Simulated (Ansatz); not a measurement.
Functionals compared on the (10-12) surface of hcp Be in its 1x1 cell, outermost plane spacing 0.88 Å in the ideal cut, in Ansatz (plane waves, PAW). The structure was relaxed with PBE; the other rows are single points on it, each with its references at the same level. Cutoff 420 eV (500 eV for r2SCAN).

Set-up: 16 atoms, 10.1 Å thick at the start (thin: gaps and levels are the slab's own); mesh 16x7x1; 0.1 eV smearing; dipole correction on; all atoms relaxed; symmetry of the start imposed; no spin, no spin-orbit, no U. These notes are the PBE run's.

```tsv
functional	surface energy (J/m²)	work function of the top face (eV)	rough cost of the single point
PBE	2.27	4.88	–
LDA	2.56	5.05	around 50 core-seconds (rough)
PBEsol	2.46	4.92	roughly 50 core-seconds
RPBE	?	?	roughly 60 core-seconds
r2SCAN	2.34	4.91	roughly 100 core-seconds
```

### Question
What belongs in the gaps?

### Answer

- RPBE, surface energy (J/m²): 2.10
- RPBE, work function of the top face (eV): 4.80

Ansatz is a first-principles code.
